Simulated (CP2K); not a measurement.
**CP2K run on MoSeS (Amm2, 6 atoms in the cell): self-consistent single point**

Level of theory: CP2K with PBEsol, GPW, DZVP-MOLOPT-PBE-GTH basis, GTH-PBE potentials (POTENTIAL_UZH).

This input was run:

```
&GLOBAL
  PROJECT run
  RUN_TYPE ENERGY_FORCE
  PRINT_LEVEL LOW
&END GLOBAL
&FORCE_EVAL
  METHOD Quickstep
  STRESS_TENSOR ANALYTICAL
  &DFT
    BASIS_SET_FILE_NAME BASIS_MOLOPT_UZH
    POTENTIAL_FILE_NAME POTENTIAL_UZH
    &QS
      METHOD GPW
      EPS_DEFAULT 1E-11
    &END QS
    &MGRID
      CUTOFF 500
      REL_CUTOFF 60
      NGRIDS 5
    &END MGRID
    &SCF
      SCF_GUESS ATOMIC
      EPS_SCF 1E-7
      MAX_SCF 100
      ADDED_MOS 9
      &DIAGONALIZATION
        ALGORITHM STANDARD
      &END DIAGONALIZATION
      &MIXING
        METHOD BROYDEN_MIXING
        ALPHA 0.2
        NBUFFER 10
        BETA 1
      &END MIXING
    &END SCF
    &KPOINTS
      SCHEME MONKHORST-PACK 1 7 7
    &END KPOINTS
    &XC
      &XC_FUNCTIONAL
        &PBE
          PARAMETRIZATION PBESOL
        &END PBE
      &END XC_FUNCTIONAL
    &END XC
    &PRINT
      &MO
        EIGENVALUES T
        OCCUPATION_NUMBERS T
        NDIGITS 8
        FILENAME mo
        &EACH
          QS_SCF 0
        &END EACH
        ADD_LAST NUMERIC
      &END MO
      &MULLIKEN OFF
      &END MULLIKEN
    &END PRINT
  &END DFT
  &SUBSYS
    &CELL
      A 19.39874000 0.00000000 0.00000000
      B 0.00000000 3.24922100 0.00000000
      C 0.00000000 1.62486100 2.81376300
      PERIODIC XYZ
    &END CELL
    &COORD
      SCALED
      Mo       0.00000000     0.55593000     0.55593000
      Mo       0.50000000     0.33295000     0.33295000
      Se       0.58657000     0.66625000     0.66625000
      Se       0.41343000     0.66625000     0.66625000
      S        0.07890000     0.22260000     0.22260000
      S        0.92110000     0.22260000     0.22260000
    &END COORD
    &KIND Mo
      BASIS_SET DZVP-MOLOPT-PBE-GTH-q14
      POTENTIAL GTH-PBE-q14
    &END KIND
    &KIND Se
      BASIS_SET DZVP-MOLOPT-PBE-GTH-q6
      POTENTIAL GTH-PBE-q6
    &END KIND
    &KIND S
      BASIS_SET DZVP-MOLOPT-PBE-GTH-q6
      POTENTIAL GTH-PBE-q6
    &END KIND
  &END SUBSYS
  &PRINT
    &FORCES ON
    &END FORCES
    &STRESS_TENSOR ON
    &END STRESS_TENSOR
  &END PRINT
&END FORCE_EVAL
```

Output, abridged:

```
 GLOBAL| Method name                                                        CP2K
 GLOBAL| Project name                                                        run
 GLOBAL| Run type                                                   ENERGY_FORCE

 TOTAL NUMBERS AND MAXIMUM NUMBERS

  Total number of            - Atomic kinds:                                   3
                             - Atoms:                                          6
                             - Shell sets:                                     6
                             - Shells:                                        36
                             - Primitive Cartesian functions:                 28
                             - Cartesian basis functions:                    118
                             - Spherical basis functions:                    104

  Maximum angular momentum of- Orbital basis functions:                        3
                             - Local part of the GTH pseudopotential:          2
                             - Non-local part of the GTH pseudopotential:      4

 SCF PARAMETERS         Density guess:                                    ATOMIC
                        max_scf:                                             100
                        max_diis:                                              4
                        eps_scf:                                        1.00E-07
                        eps_diis:                                       1.00E-01
                        eps_eigval:                                     1.00E-05
                        level_shift [a.u.]:                             0.000000
                        added MOs                                         9    0
                        Mixing method:                            BROYDEN_MIXING
                                                charge density mixing in g-space
                        No outer SCF

 Extrapolation method: initial_guess

 Number of electrons:                                                         52
 Number of occupied orbitals:                                                 26
 Number of molecular orbitals:                                                35

 Number of orbital functions:                                                104
 Number of independent orbital functions:                                    104

 SCF WAVEFUNCTION OPTIMIZATION

  Step     Update method      Time    Convergence         Total energy    Change
     1 NoMix/Diag. 0.20E+00      -     1.08143238      -175.3717528648 -1.75E+02
     2 Broy./Diag. 0.20E+00      -     0.17866039      -179.7178331824 -4.35E+00
     3 Broy./Diag. 0.20E+00      -     0.31478206      -177.4488374947  2.27E+00
     4 Broy./Diag. 0.20E+00      -     0.11257795      -174.8832372651  2.57E+00
     5 Broy./Diag. 0.20E+00      -     0.08591249      -175.3945325726 -5.11E-01
     6 Broy./Diag. 0.20E+00      -     0.02988997      -174.6038686132  7.91E-01
     7 Broy./Diag. 0.20E+00      -     0.00643085      -174.8418013517 -2.38E-01
   [... 21 lines left out ...]
    29 Broy./Diag. 0.20E+00      -     0.00000027      -174.8249691913 -2.45E-06
    30 Broy./Diag. 0.20E+00      -     0.00000049      -174.8249713797 -2.19E-06
    31 Broy./Diag. 0.20E+00      -     0.00000022      -174.8249700891  1.29E-06
    32 Broy./Diag. 0.20E+00      -     0.00000018      -174.8249686734  1.42E-06
    33 Broy./Diag. 0.20E+00      -     0.00000003      -174.8249679260  7.47E-07

  *** SCF run converged in    33 steps ***

  Electronic density on regular grids:        -52.0000000000        0.0000000000
  Core density on regular grids:               51.9999999995       -0.0000000005
  Total charge density on r-space grids:       -0.0000000005
  Total charge density g-space grids:          -0.0000000005

  Overlap energy of the core charge distribution:               0.00000000012629
  Self energy of the core charge distribution:               -343.70266537866416
  Core Hamiltonian energy:                                     77.81995871499009
  Hartree energy:                                             115.26079807391939
  Exchange-correlation energy:                                -24.20305933637904

  Total energy:                                              -174.82496792600745

 ENERGY| Total FORCE_EVAL ( QS ) energy [hartree]           -174.824967539345209

 FORCES| Atomic forces [hartree/bohr]
 FORCES|   Atom     x               y               z               |f|
 FORCES|      1  2.83829658E-09 -4.80376183E-06 -2.78455188E-06   5.55246476E-06
 FORCES|      2  4.77253741E-10 -4.54956047E-05 -2.62525570E-05   5.25266294E-05
 FORCES|      3  5.73213761E-03  2.40873990E-05  1.38992227E-05   5.73220507E-03
 FORCES|      4 -5.73213814E-03  2.40873677E-05  1.39000488E-05   5.73220560E-03
 FORCES|      5  3.82041083E-03  1.99711805E-06  1.15899402E-06   3.82041153E-03
 FORCES|      6 -3.82041361E-03  1.99711615E-06  1.15816440E-06   3.82041431E-03
 FORCES| Sum     5.71658346E-12  1.86963430E-06  1.07932111E-06
 FORCES| Total atomic force                                       2.15881136E-06

 STRESS| Analytical stress tensor [bar]
 STRESS|                        x                   y                   z
 STRESS|      x        1.42007461868E+04  -6.47164060413E-06  -1.61901080685E-04
 STRESS|      y       -6.47164060413E-06  -7.33139627730E+03  -3.39381260243E+01
 STRESS|      z       -1.61901080685E-04  -3.39381260243E+01  -7.29208749428E+03
 STRESS| 1/3 Trace                                            -1.40912528262E+02
```

The run converged in 33 iterations.

The starting cell comes from a database of computed structures (which also holds hypothetical and non-ambient phases and stackings), without a prior relaxation at this level. Values carry the incompleteness of an atom-centred basis. The potentials were made for another functional than the one used.

Cost on one core of a shared machine: roughly 50 s.
